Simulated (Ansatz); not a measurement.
The reference is GaP in the zinc blende structure (space group F-43m, No. 216; a = 5.506 Å).

Modification: a negative pressure, −2 GPa.

Levels (all Ansatz, a first-principles code, PAW): PBE (420 eV, without spin-orbit coupling); PBE+SOC (420 eV, with spin-orbit coupling).

The geometry is relaxed with PBE.

| Quantity | Value |
|---|---|
| PBE electron mass | 0.088 mₑ (at Γ) |
| PBE valence-band top at Γ | 0.00, 0.00, 0.00 eV |
| PBE lowest conduction level above the VBM at special points | Γ 1.36 eV; L 1.50 eV; X 1.77 eV; K 2.23 eV |

### Question
What does PBE+SOC give at this geometry for the electron mass, valence-band top at Γ, lowest conduction level above the VBM at special points and hole mass?

### Answer
The electron mass remains 0.088 mₑ (at Γ); the valence-band top at Γ (three highest Kramers pairs, from the VBM) goes from 0.00, 0.00, 0.00 eV to 0.00, 0.00, -0.08 eV; the lowest conduction level above the VBM at special points changes from Γ 1.36 eV; L 1.50 eV; X 1.77 eV; K 2.23 eV to Γ 1.33 eV; L 1.47 eV; X 1.74 eV; K 2.20 eV; the hole mass (degenerate bands, along [100]) is 0.12, 0.40 mₑ (at Γ). The threefold valence maximum splits by Δso ≈ 0.08 eV.

Single points use the geometry relaxed with PBE. The spin-orbit shifts are approximate. Load acts through the strain it causes; cell and atoms are relaxed under it. Effective masses come from finite differences of ±0.01 Å⁻¹. Stability against distortions was not tested.
